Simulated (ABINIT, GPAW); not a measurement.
A GPAW input for a self-consistent single point of WSe₂ (P6_3/mmc, 6 atoms in the cell) (DFT PBE, plane waves, GPAW PAW datasets PBE (gpaw-data 1.0.1)):

```python
from ase import Atoms
from ase.units import GPa
from gpaw import GPAW

atoms = Atoms(['W', 'W', 'Se', 'Se', 'Se', 'Se'],
              cell=[[3.256134, 0.000000, 0.000000],
                    [-1.628067, 2.819895, 0.000000],
                    [0.000000, 0.000000, 13.473216]],
              scaled_positions=[[0.666667, 0.333333, 0.750000],
                                [0.333333, 0.666667, 0.250000],
                                [0.333333, 0.666667, 0.871000],
                                [0.666667, 0.333333, 0.129000],
                                [0.666667, 0.333333, 0.371000],
                                [0.333333, 0.666667, 0.629000]],
              pbc=True)

calc = GPAW(mode={'name': 'pw', 'ecut': 550},
            xc='PBE',
            kpts={'size': (6, 6, 2), 'gamma': True},
            occupations={'name': 'fixed-uniform'},
            nbands=-8,
            convergence={'forces': 0.001, 'bands': -6},
            symmetry={'symmorphic': False, 'tolerance': 0.0005},
            maxiter=120,
            txt='-')

atoms.calc = calc

energy = atoms.get_potential_energy()
print('Energy (eV):', round(energy, 6))
forces = atoms.get_forces()
print('Forces (eV/Ang):')
print(forces.round(5))
stress = atoms.get_stress()
print('Stress (GPa, Voigt):', (stress / GPa).round(4))
```

Translate this input to ABINIT.

One input that does it (others would too):

```
# WSe2, PseudoDojo nc-sr-05 PBE standard
pp_dirpath "./"
pseudos "W.upf, Se.upf"
acell 3*1.0 Angstrom
rprim
         3.2561341373   -0.0000000319    0.0000000000
        -1.6280670411    2.8198948970    0.0000000000
         0.0000000000    0.0000000000   13.4732160000
natom 6
ntypat 2
znucl 74 34
typat 1 1 2 2 2 2
xcart
         3.0766008897    1.7762763117   19.0955161934
         0.0000000348    3.5525526836    6.3651720645
         0.0000000348    3.5525526836   22.1762594727
         3.0766008897    1.7762763117    3.2844287853
         3.0766008897    1.7762763117    9.4459153437
         0.0000000348    3.5525526836   16.0147729142
ecut 43
ixc 11
occopt 1
nband 48
kptopt 1
ngkpt 6 6 2
nshiftk 1
shiftk 0 0 0
nstep 100
tolvrs 1.0e-10
diemac 6
prtwf 0
prtden 0
```

Basis, cutoffs, solver keys and any potentials are the target program's own. This input uses DFT, PBE, plane waves, norm-conserving pseudopotentials (PseudoDojo nc-sr-05 PBE standard).

The starting cell comes from a database of computed structures (which also holds hypothetical and non-ambient phases and stackings), without a prior relaxation at this level. Its lattice was rescaled by a random factor within 2.5 % of one. For this run, on top of that: lattice scaled by 0.98.
